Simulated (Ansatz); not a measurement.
Take ZrSe$_{2}$ in the fluorite structure (space group Fm-3m, No. 225; a = 6.5076 Å; a hypothetical phase, not in the database extracts checked) as the base.

Structures relaxed with DFT with PBEsol, PAW potentials and a 420 eV plane-wave cutoff in Ansatz (a first-principles code), without spin-orbit coupling, earlier PAW set.

Base:

Simulated powder pattern, Mo Kα, λ = 0.71073 Å (kinematic, ideal powder, no thermal factors, no anomalous dispersion; the 8 strongest lines at most, above 2 %, up to 2θ = 40°):

| 2θ (°) | I/Imax (%) | hkl |
|---|---|---|
| 10.85 | 32 | (111) |
| 12.54 | 8.8 | (200) |
| 17.77 | 100 | (220) |
| 20.87 | 17 | (311) |
| 25.23 | 19 | (400) |
| 27.54 | 7.7 | (331) |
| 31.03 | 40 | (422) |
| 35.99 | 12 | (440) |

After one change:

Simulated powder pattern, Mo Kα, λ = 0.71073 Å (kinematic, ideal powder, no thermal factors, no anomalous dispersion; the 8 strongest lines at most, above 2 %, up to 2θ = 40°):

```tsv
2θ (°)	I/Imax (%)
10.97	32
12.67	8.8
17.95	100
21.09	17
25.50	19
27.83	7.7
31.36	39
36.37	12
```

### Question
What was done to the base?
A) pressure 5 GPa
B) pressure 0.3 GPa
C) pressure 3 GPa
D) pressure 0.7 GPa

### Answer
C, pressure 3 GPa. Its volume per atom is 22.27 Å³ against 22.97 Å³, and its space group is Fm-3m (No. 225).

Load acts through the strain it causes; cell and atoms are relaxed under it. Stability against distortions was not tested. No other phases were tried under pressure. The final runs are not spin-polarised. ZrSe2 has a high density of states at the Fermi level and may be magnetic at this level.
